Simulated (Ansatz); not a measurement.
The structure below was relaxed with DFT with r2SCAN, PAW potentials and a 500 eV plane-wave cutoff in Ansatz (a quantum-chemistry and plane-wave program), scalar-relativistic without spin-orbit coupling, at pressure 30 GPa.

Space group F-43m (No. 216); a = 5.2289 Å, b = 5.2289 Å, c = 5.2289 Å, α = 90.00°, β = 90.00°, γ = 90.00°

```json
[
 {"atom": "As", "site": "4d", "symmetry": "-43m", "x": "0.7500", "y": "0.7500", "z": "0.7500"},
 {"atom": "Ga", "site": "4a", "symmetry": "-43m", "x": "0.0000", "y": "0.0000", "z": "0.0000"}
]
```

Write out a cell with all atoms.


```cif
data_As4Ga4
_chemical_formula_sum 'As4 Ga4'
_space_group_name_H-M_alt 'P 1'
_space_group_IT_number 1
_cell_length_a 5.22888
_cell_length_b 5.22888
_cell_length_c 5.22888
_cell_angle_alpha 90.000
_cell_angle_beta 90.000
_cell_angle_gamma 90.000
loop_
_space_group_symop_operation_xyz
  'x, y, z'
loop_
_atom_site_label
_atom_site_type_symbol
_atom_site_fract_x
_atom_site_fract_y
_atom_site_fract_z
_atom_site_occupancy
As1 As 0.25000 0.25000 0.75000 1
Ga1 Ga 0.00000 0.00000 0.00000 1
As2 As 0.25000 0.75000 0.25000 1
Ga2 Ga 0.00000 0.50000 0.50000 1
As3 As 0.75000 0.25000 0.25000 1
Ga3 Ga 0.50000 0.00000 0.50000 1
As4 As 0.75000 0.75000 0.75000 1
Ga4 Ga 0.50000 0.50000 0.00000 1
```
This is the conventional cell.

Load acts through the strain it causes; cell and atoms are relaxed under it. No phonon test of stability was made. Measured, GaAs leaves this structure (for a Cmcm phase) near 15 GPa (room temperature; as listed in arXiv:1906.07825). The cell was made from GaAs in the zinc blende structure (space group F-43m, No. 216) by this change: pressure 30 GPa.
